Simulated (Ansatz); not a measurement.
CaO (model structure, started from the CsCl type, Pm-3m, No. 221, 2 atoms in the cell; like a known high-pressure phase), treated with dielectric-dependent PBEsol hybrid in Ansatz (PAW).

Run with plane-wave cutoff 460 eV, 8×8×8 k mesh, Fermi–Dirac smearing 0.01 eV, scalar-relativistic PAW data made under PBE.

The cell is the one relaxed with PBEsol. Conventional cell: a = 2.8882 Å, b = 2.8882 Å, c = 2.8882 Å, α = 90.00°, β = 90.00°, γ = 90.00°.

```yaml
crystal:
  lattice:
    - [2.88821, 0.00000, 0.00000]
    - [0.00000, 2.88821, 0.00000]
    - [0.00000, 0.00000, 2.88821]
  atoms:
    - { symbol: Ca, position: [0.00000, 0.00000, 0.00000] }
    - { symbol: O, position: [0.50000, 0.50000, 0.50000] }
```

Question: List the 9 lowest band energies at Γ above −25 eV (eV, relative to the valence band maximum), grouping those that round alike.

Answer: At Γ: -20.65 (×3), -17.84, -0.34 (×3), 4.83 (×2).

Note: the run warned that its exchange threshold was loose for the stress; cell and atoms aren't relaxed at this level (pressure -1.6 GPa).

A model structure was made by putting elements into a prototype or built by hand; it is no filed structure, need not be a known phase, and can be a saddle point held by its symmetry.

Ansatz is a first-principles code.
